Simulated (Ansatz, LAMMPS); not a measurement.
Si well of 13 atomic layers along [001] in random Si0.5Ge0.5, 5 % Ge through the well

Cell 16.85 × 16.85 × 55.32 Å, Si478Ge242, 720 atoms. Prepared with Tersoff's 1989 multicomponent potential (SiCGe.tersoff) (LAMMPS): minimisation. 

That structure was relaxed on with PBE, support functions at accuracy medium on the grid of 370 eV in Ansatz (an electronic-structure program). Basis: localised support functions (accuracy medium) on a full density matrix. k-points: zone centre alone; occupations: Fermi-Dirac, 0.010 eV; spin polarisation not allowed. No spin-orbit coupling.

What does DFT change in the classical structure?

The energy falls by 0.4 meV an atom over 3 steps; atoms move by 0.014 Å root mean square, 0.03 Å at most.
```json
[
 {"quantity": "4-fold atoms (%)", "classical minimum": "100.0", "after DFT steps": "100.0"},
 {"quantity": "spread of bond angles (°)", "classical minimum": "1.2", "after DFT steps": "1.4"}
]
```
